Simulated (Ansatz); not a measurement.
Hops of point defects in silicon, each between lowest sites run for its defect: PBE bands (Ansatz, a program for electronic structure, plane waves to 420 eV, PAW, climbing-image NEB) beside r2SCAN single points (500 eV) at the PBE geometries. Static nuclei, no finite-size correction. The rows are a random draw from the bands that converged and passed our checks of state and shape. Saddle orders were checked for a part of the study's bands only and are not shown. Vacancies start on their lattice site; split forms were not set up. Charge states are imposed.

| Row | Defect | Route | Hop (Å) | Cell and PBE mesh | r2SCAN k-points | PBE barrier x (eV) | r2SCAN barrier y (eV) |
|---|---|---|---|---|---|---|---|
| 1 | interstitial Be, charge +2 | Be moves farthest | 2.36 | 64 sites, 2×2×2 shifted | same mesh | 0.06 | 0.01 |
| 2 | interstitial P, charge +1 | P moves farthest | 1.93 | 64 sites, 2×2×2 shifted | same mesh | 0.72 | 0.76 |
| 3 | interstitial C, charge 0 | C moves farthest | 1.41 | 64 sites, 2×2×2 shifted | same mesh | 0.46 | 0.61 |
| 4 | B-vacancy pair (B on Si, Si vacant), charge +1 | a nearby Si jumps into the vacancy (B-vacancy distance between ideal sites 2.37 → 3.87 Å) | 2.86 | 64 sites, 2×2×2 shifted | same mesh | 1.06 | 1.28 |
| 5 | Ga-vacancy pair (Ga on Si, Si vacant), charge +1 | Ga changes places with the vacancy (Ga-vacancy distance between ideal sites 2.37 Å throughout) | 2.78 | 64 sites, 2×2×2 shifted | same mesh | 0.27 | 0.51 |
| 6 | interstitial P, charge -1 | P moves farthest | 1.26 | 64 sites, 2×2×2 shifted | same mesh | 0.10 | 0.13 |
| 7 | interstitial Mg, charge +2 | Mg moves farthest | 2.36 | 64 sites, 2×2×2 shifted | same mesh | 1.01 | ? |

Question: Fit a straight line y = a x + b to rows 1 to 6, predict row 7, and compare with the computed value.

Answer: Means: x̄ = 0.445, ȳ = 0.550 eV. Sums: Sxx = 0.752, Sxy = 0.867 eV². So a = Sxy/Sxx = 1.153 and b = ȳ − a x̄ = 0.037 eV, with a scatter of 0.11 eV about the line. Row 7: 1.153 × 1.01 + 0.037 ≈ 1.20 eV. The computed r2SCAN value is 1.06 eV, -0.14 eV from the line, beyond the scatter. The line only summarises these rows of one host.
